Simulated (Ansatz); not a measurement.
Start from InSb in the zinc blende structure (space group F-43m, No. 216; a = 6.556 Å).

Method: r2SCAN (Ansatz, a first-principles code; PAW; 500 eV plane waves; spin-orbit coupling left out).

Base values:

The band gap is zero.

The change: Ga takes the place of In on all its sites, then cell and atoms are relaxed.

Problem. What happens to the electron mass?

Solution. The electron mass comes out as 0.023 mₑ (at Γ).

Problem. What does the calculation give for the band gap after the change?

Solution. The band gap becomes 0.41 eV (base: zero).

Spin-orbit coupling, missing from the scalar runs, can matter with Sb. Effective masses come from finite differences of ±0.01 Å⁻¹. Whether these cells are dynamically stable was not tested. The final runs are not spin-polarised. Gaps under 0.05 eV, about the width of the smearing, are given as zero. A zero or small gap of InSb can be the functional's error rather than a property of the material.
